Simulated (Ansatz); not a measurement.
CaS (model structure, Pm-3m, No. 221, 2 atoms in the cell) was calculated with PBEsol in Ansatz (plane waves, PAW).

Run with plane-wave cutoff 520 eV, 10×10×10 k mesh, Fermi–Dirac smearing 0.01 eV, scalar-relativistic PAW data made under PBE.

Cell (relaxed at this level):

Space group Pm-3m (No. 221); a = b = c = 3.4373 Å, α = β = γ = 90.00°

```tsv
atom	site	symmetry	x	y	z
Ca	1a	m-3m	0.0000	0.0000	0.0000
S	1b	m-3m	0.5000	0.5000	0.5000
```

Give the computed band gap, Γ–Γ gap and bulk modulus B0.


band gap: 1.17 eV (on the SCF k mesh)
Γ–Γ gap: 2.03 eV
bulk modulus B0: 65.0 GPa

Note: the bulk modulus is −V dP/dV from two relaxed cells at ±2 % in volume; the relaxation could raise the start's symmetry but not lower it, so the cell can be a saddle point.

It cost roughly 4 core-seconds of CPU time.

A model structure was made by putting elements into a prototype or built by hand; it is no filed structure, need not be a known phase, and can be a saddle point held by its symmetry.

Ansatz is an electronic-structure program.
